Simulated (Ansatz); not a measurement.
CdTe: band gap against strain

CdTe (zinc blende, F-43m, 35.252 Å³/atom at rest, cube axes along x, y and z) under an equal strain ε along all three axes. r2SCAN in Ansatz, a plane-wave DFT program (PAW, default set), 500 eV, 9×9×9 Γ-centred mesh, Fermi-Dirac smearing 0.05 eV; ions are relaxed within the symmetry of each cell. Gaps are the smallest over the k-mesh and a band path, without spin-orbit coupling; in all rows the valence edge lies at Γ and the conduction edge at Γ.

Here s stands for strain and Eg for gap.

```
strain (%)  gap (eV)
----------  --------
-1.50          1.312
-1.00          1.263
-0.50          1.214
0.00           1.165
0.50           1.117
1.00           1.070
1.50           1.023
3.00               ?
```

**Question.** Using a straight line, estimate the missing Eg at s = 3.00 from the other rows, showing the fit.

**Answer.** Means: s 0, Eg 1.1663. About the means, the sum of products is -0.67500 and the sum of squares of s is 7.0000; the slope is their ratio. Least squares gives Eg = 1.1663 - 0.09643·s. Residuals (row less fit): 0.0011, 0.0003, -0.0005, -0.0013, -0.0011, 0.0001, 0.0013; standard error 0.0011 (degrees of freedom: 5). Over these rows the gap moves by -9.6 ± 0.04 eV per unit strain, or -3.2 eV per unit of ln V. At the withheld row, Eg = 1.1663 - 0.09643 × 3.0 = 0.8770 eV. The calculation gives 0.887 eV, 0.0100 eV above the prediction (2.4 % of the range of Eg in the table). The row lies outside the fitted rows, so this is an extrapolation. From the scatter of the fitted rows alone, a prediction at this place has a standard error of 0.0017 eV, so the miss is 5.9 times that.

One order more, fitted to all 13 runs of the series, follows each within 0.001, so the miss is the next term of a smooth law. Other structures, which can take over under pressure, weren't tried. Spin-orbit coupling is left out, which can shift this property for CdTe. Rows are the converged runs of the series near zero and its far end; series whose fitted rows scatter by over a few per cent of the range, as at a crossing or softening among them, aren't shown in this form. Most that stay on the fit to the last digits aren't either.
